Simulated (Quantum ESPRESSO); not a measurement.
```
WSi2
1.0
   -1.56818     1.56818     3.82519
    1.56818    -1.56818     3.82519
    1.56818     1.56818    -3.82519
Si W
2 1
Direct
  0.67141   0.67141   0.00000
  0.33500   0.33500   0.00000
  0.00000   0.00000   0.00000
```

Computed with PBE, PSlibrary PAW (PBE) pseudopotentials (plane waves; Quantum ESPRESSO).

The set-up and first iterations of a Quantum ESPRESSO log for WSi2 (I4mm, 3 atoms in the cell):

```
     file Si.pbe-n-kjpaw_psl.1.0.0.UPF: wavefunction(s)  3S 3P renormalized
     file W.pbe-spn-kjpaw_psl.1.0.0.UPF: wavefunction(s)  6S 5P 5D renormalized
     Message from routine setup:
     using ibrav=0 with symmetry is DISCOURAGED, use correct ibrav instead
     G-vector sticks info
     --------------------
     sticks:   dense  smooth     PW     G-vecs:    dense   smooth      PW
     Sum        1071     479    163                14423     4255     881

     bravais-lattice index     =            0
     lattice parameter (alat)  =       8.3556  a.u.
     unit-cell volume          =     253.9230 (a.u.)^3
     number of atoms/cell      =            3
     number of atomic types    =            2
     number of electrons       =        22.00
     number of Kohn-Sham states=           15
     kinetic-energy cutoff     =      25.0000  Ry
     charge density cutoff     =     225.0000  Ry
     scf convergence threshold =      1.0E-11
   [... lines left out ...]
     Si                4.00    28.08500     Si( 1.00)
     W                14.00   183.84000     W ( 1.00)

      8 Sym. Ops. (no inversion) found

   Cartesian axes

     site n.     atom                  positions (alat units)
         1        Si     tau(   1) = (   0.0000000   0.0000000   1.1616868  )
         2        Si     tau(   2) = (   0.0000000   0.0000000   0.5796279  )
         3        W      tau(   3) = (   0.0000000   0.0000000   0.0000000  )

   Crystallographic axes

     site n.     atom                  positions (cryst. coord.)
         1        Si     tau(   1) = (  0.6714050  0.6714050  0.0000000  )
         2        Si     tau(   2) = (  0.3350000  0.3350000  0.0000000  )
         3        W      tau(   3) = (  0.0000000  0.0000000  0.0000000  )

     number of k points=    18  Gaussian smearing, width (Ry)=  0.0073
                       cart. coord. in units 2pi/alat
        k(    1) = (   0.0000000   0.0000000   0.0000000), wk =   0.0160000
        k(    2) = (   0.2819566   0.2819566   0.0000000), wk =   0.0640000
        k(    3) = (   0.5639133   0.5639133   0.0000000), wk =   0.0640000
   [... 15 lines left out ...]

     Dense  grid:    14423 G-vectors     FFT dimensions: (  40,  40,  40)

     Smooth grid:     4255 G-vectors     FFT dimensions: (  27,  27,  27)

     Initial potential from superposition of free atoms

     starting charge      21.9984, renormalised to      22.0000
     Self-consistent Calculation

     iteration #  1     ecut=    25.00 Ry     beta= 0.70

---- Real-time Memory Report at c_bands before calling an iterative solver
            95 MiB given to the printing process from OS
            24 MiB allocation reported by mallinfo(arena+hblkhd)
------------------

     Threshold (ethr) on eigenvalues was too large:
     Diagonalizing with lowered threshold

---- Real-time Memory Report at c_bands before calling an iterative solver
            99 MiB given to the printing process from OS
            26 MiB allocation reported by mallinfo(arena+hblkhd)
------------------

     total energy              =    -853.70420883 Ry
     estimated scf accuracy    <       0.03892759 Ry

     iteration #  2     ecut=    25.00 Ry     beta= 0.70

---- Real-time Memory Report at c_bands before calling an iterative solver
           101 MiB given to the printing process from OS
            28 MiB allocation reported by mallinfo(arena+hblkhd)
------------------

     total energy              =    -853.70726329 Ry
     estimated scf accuracy    <       0.00236279 Ry

     iteration #  3     ecut=    25.00 Ry     beta= 0.70

---- Real-time Memory Report at c_bands before calling an iterative solver
           101 MiB given to the printing process from OS
            28 MiB allocation reported by mallinfo(arena+hblkhd)
------------------

     total energy              =    -853.70750472 Ry
     estimated scf accuracy    <       0.00144760 Ry
```

Will this run converge, and how will it end?

The run ended unconverged after 100 iterations. It gives no final result for the task that was set. Warnings to mind: c_bands:  2 eigenvalues not converged; c_bands:  1 eigenvalues not converged; c_bands:  4 eigenvalues not converged. The log goes on:

```
   [... 95 blocks of this kind left out ...]

     iteration # 99     ecut=    25.00 Ry     beta= 0.70

---- Real-time Memory Report at c_bands before calling an iterative solver
   [... lines left out ...]

     negative rho (up, down):  1.261E+02 0.000E+00

     total energy              =     139.84163766 Ry
     estimated scf accuracy    <    1229.17520067 Ry

     iteration #100     ecut=    25.00 Ry     beta= 0.70

---- Real-time Memory Report at c_bands before calling an iterative solver
           102 MiB given to the printing process from OS
            29 MiB allocation reported by mallinfo(arena+hblkhd)
------------------
     c_bands:  1 eigenvalues not converged
     c_bands:  1 eigenvalues not converged

     negative rho (up, down):  1.249E+02 0.000E+00

     total energy              =     165.53987187 Ry
     estimated scf accuracy    <    1208.65632467 Ry
     End of self-consistent calculation

     convergence NOT achieved after 100 iterations: stopping

   JOB DONE.
```

The starting cell has typed, rounded lattice constants, without a prior relaxation at this level. Its lattice was rescaled by up to half a per cent. One atom was moved a little off its site on purpose. For this run, on top of that: lattice scaled by 0.98. Spin-orbit coupling is off.

The run was DFT, PBE, plane waves, PSlibrary PAW (PBE) pseudopotentials. Main settings of its input:

```
setting                                                                     value
-----------  --------------------------------------------------------------------
ecutwfc                                                                     25 Ry
ecutrho                                                                    225 Ry
occupations                                                              smearing
smearing                                                                    gauss
degauss                                                              0.0073499 Ry
potentials   {Si: Si.pbe-n-kjpaw_psl.1.0.0.UPF, W: W.pbe-spn-kjpaw_psl.1.0.0.UPF}
K_POINTS                                                    automatic 5 5 5 0 0 0
conv_thr                                                                 1e-11 Ry
```
